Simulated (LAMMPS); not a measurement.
LAMMPS 22 Jul 2025, classical MD, EAM (NiAlH_jea.eam.alloy): NiAl, 2685 atoms.

```yaml
task: MD, nve
potential: EAM, NiAlH_jea.eam.alloy
copies_of_the_repeat_unit: 14×14×14
shape (slab and sphere leave vacuum in the box): sphere
temperature: 800 K
steps: 5000
timestep: 2 fs
neighbor_skin: 2 Å
neigh_modify: every 1 delay 0 check yes
thermo: 100
newton: on (default)
atom_modify sort (bins of 2 Å where set): 1000 (default)
box: 80.8 × 80.8 × 80.8 Å, the particle off centre in vacuum
start: generated B2 lattice, warmed in an untimed run
compared_values: energy and forces of the first step, drift over the run
```

It runs on a single node (Arm Neoverse V2, 96 cores on 1 socket, no SMT, 1 L3 cache group).

Wall times, medians of two to five repeats, each run alone on the node (launch to exit). Unless noted, each process is bound to its own block of adjacent cores. The times hold for this build (PyPI wheel: MPICH, OPENMP and OPT packages). Scratch files lie in a memory file system. A preparatory run goes ahead and isn't timed.

All on 64 ranks. Base settings, kept where nothing else is said: balance = none (default), comm = brick (default), processors = * * * (default). The candidates, on 64 cores each, agree within 1.0 meV/atom in energy, 10 meV/Å in forces on 48 atoms, 0.20 meV an atom in drift of the total energy:
A. balance = fix b all balance 200 1.1 shift xyz 10 1.05
B. processors = 1 1 64
C. the base settings
D. processors = 4 4 4
E. processors = * * 1
F. balance = balance 1.05 rcb, comm = tiled
G. processors = 64 1 1

Q: Pick the fastest of these ways to run it.

A: A (balance = fix b all balance 200 1.1 shift xyz 10 1.05), 0.85 s. At the other end D takes 2.9× as long.

```tsv
candidate	wall time	repeats	neighbour list builds
A	0.85 s	3 runs within 1 %	162
F	1.1 s	3 runs within 2 %	148
G	1.4 s	3 runs within 1 %	149
B	1.6 s	3 runs within 1 %	149
E	2.3 s	3 runs within 1 %	147
C	2.5 s	3 runs within 1 %	148
D	2.5 s	3 runs within 1 %	148
```

From the slowest to the fastest: The largest move is in other (Other): 1.2 s to 0.031 s. The slowest rank's pair time is 2.03 times the mean in the first run and 1.10 times in the second; the others wait. Launch, exit and the like take 0.23 s of the 0.85 s.
